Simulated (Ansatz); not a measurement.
## A computed series for Zr: response to strain

Base system: Zr in the hcp (Mg type) structure (space group P6_3/mmc, No. 194; a = 3.230 Å, c = 5.179 Å; relaxed with 0.1 eV smearing).

Strains are applied to the cell and any free atomic positions relax.

All numbers come from PBE (Ansatz, a quantum-chemistry and plane-wave program; PAW; 420 eV plane waves; no spin-orbit coupling).

Notes on the quantities. energy relative to the base: free energy F.

```
change                    energy relative to the base  shortest interatomic distance
------------------------  ---------------------------  -----------------------------
base                                       0 meV/atom                        3.191 Å
isotropic strain −3.00 %                 +59 meV/atom                        3.095 Å
isotropic strain −2.00 %                 +26 meV/atom                        3.127 Å
isotropic strain −1.50 %                 +14 meV/atom                        3.143 Å
isotropic strain −1.00 %                +6.3 meV/atom                        3.159 Å
isotropic strain −0.50 %                +1.5 meV/atom                        3.175 Å
isotropic strain +1.00 %                +6.0 meV/atom                        3.223 Å
isotropic strain +1.50 %                 +13 meV/atom                        3.239 Å
isotropic strain +2.50 %                 +36 meV/atom                        3.271 Å
isotropic strain +3.00 %                 +52 meV/atom                        3.287 Å
```

Stability against distortions was not tested. The final runs are not spin-polarised.
